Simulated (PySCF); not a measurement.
PySCF 2.14.0, B3LYP/def2-svp, df: Si(Me)2(OSiH3)2 (C[Si](C)(O[SiH3])O[SiH3]), 19 atoms. The geometry is a generated start, not checked to be a minimum at this level.

```
Quantity                       Value
-------------------  ---------------
task                          energy
method                         b3lyp
basis                       def2-svp
two-electron scheme  density fitting
mol.max_memory               3000 MB
mf.max_cycle                     100
mf.init_guess        minao (default)
mf.DIIS              CDIIS (default)
mf.diis_space            8 (default)
mf.conv_tol          1e-09 (default)
mf.grids.level           3 (default)
basis functions                  170
grid points                   231640
```

```xyz
19

C      0.6430     1.1111     1.7637
Si     0.0658     0.6751     0.0111
C     -0.1085     2.1691    -1.1371
O      1.1265    -0.3600    -0.6605
Si     1.8615    -1.7859    -0.8574
O     -1.3793    -0.0661     0.0905
Si    -2.3622    -1.3362     0.2787
H      0.7152     0.2233     2.3837
H     -0.0455     1.7969     2.2469
H      1.6217     1.5806     1.7493
H      0.8376     2.6890    -1.2434
H     -0.4379     1.8767    -2.1299
H     -0.8328     2.8749    -0.7436
H      1.0360    -2.8600    -0.3040
H      2.0377    -1.9164    -2.3012
H      3.1326    -1.6885    -0.1410
H     -1.8960    -2.4562    -0.5412
H     -2.3571    -1.6973     1.6972
H     -3.6583    -0.8300    -0.1618
```

One run each on 2 threads, 1 BLAS thread. Values of level_shift (Hartree) tried: 0 (default), 0.1, 0.3, 1.

Problem. How does the count of Fock builds change with level_shift (Hartree), and where is it least?

Solution. Fewest Fock builds, within one of each other: 0 (default) with 12, 0.1 with 12. The count rises to 28 at 1. All converge to one solution.

```json
[
 {"level_shift (Hartree)": "0 (default)", "Fock builds": "12", "end": "same solution"},
 {"level_shift (Hartree)": "0.1", "Fock builds": "12", "end": "same solution"},
 {"level_shift (Hartree)": "0.3", "Fock builds": "14", "end": "same solution"},
 {"level_shift (Hartree)": "1", "Fock builds": "28", "end": "same solution"}
]
```
